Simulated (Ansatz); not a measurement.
The starting structures come from a database of crystals and need not be the phases stable at ambient conditions.

Input:

```xyz
18
Lattice="4.3490 0.0000 0.0000 0.0000 13.3821 0.0000 2.1745 0.0000 9.6908" Properties=species:S:1:pos:R:3 pbc="T T T"
Ba     4.3490     2.5011     2.2095
Ba     2.1745     9.1922     7.4813
Ba     4.3490    10.8154     2.4828
Ba     2.1745     4.1244     7.2080
In     4.3490    12.6809     8.4969
In     2.1745     5.9898     1.1939
Sb     4.3490     6.9922     4.2388
Sb     2.1745     0.3011     5.4521
Se     4.3490     7.4806     0.8857
Se     2.1745     0.7895     8.8051
Se     4.3490     2.1853     5.4753
Se     2.1745     8.8764     4.2155
Se     4.3490    11.6411     6.0083
Se     2.1745     4.9501     3.6825
Se     4.3490     6.6951     6.8785
Se     2.1745     0.0040     2.8123
Se     2.1745    10.3979     0.0388
Se     4.3490     3.7069     9.6521
```

Space group of this cell: Cmc2_1. The cell is taken as given; by r2SCAN its mean pressure is -1.2 GPa.

Transport runs along the normal of the first two printed cell vectors.

The gap is the functional's own. No spin-orbit coupling. Mid-gap values are interpolated on the energy grid.

Problem. Give the band gap and the smallest decay constant κ at mid-gap that r2SCAN (Ansatz, a first-principles code) yields.

Solution. Gap 1.06 eV on a 8×4×8 mesh; κ = 0.194 1/Å, at the zone centre.
